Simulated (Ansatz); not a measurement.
Base system: Bi2Se3 in the Bi2Te3 type structure (space group R-3m, No. 166; a = 4.145 Å, c = 29.266 Å (hexagonal axes)). Axes: x lies along a and z along c of the hexagonal cell.

Calculations: r2SCAN+rVV10, PAW, 500 eV (Ansatz, a program for electronic structure; no spin-orbit coupling).

Base values:

* **Valence-band top at Γ**: 0.00, -1.23, -1.23 eV
* **Pressure**: 0.00 GPa

One thing is altered: tensile biaxial strain of 2.03 % in the plane normal to [001], as in epitaxy on a mismatched substrate; the out-of-plane cell vector and the atoms relax.

**Question.** What does the calculation give for the valence-band top at Γ after the change?

**Answer.** The valence-band top at Γ (three highest levels, from the VBM) becomes 0.00, -1.24, -1.24 eV (base: 0.00, -1.23, -1.23 eV).

**Question.** How does this affect the energy relative to the base?

**Answer.** The energy goes up by 6.4 meV/atom.

**Question.** What happens to the out-of-plane strain?

**Answer.** The out-of-plane strain is -2.19 %.

**Question.** What happens to the pressure?

**Answer.** The pressure (mean of the normal stresses, compression positive) goes from zero to -1.14 GPa.

Spin-orbit coupling, missing from the scalar runs, can matter with Bi. The levels and masses belong to the bands next to the band gap. Whether these cells are dynamically stable was not tested.
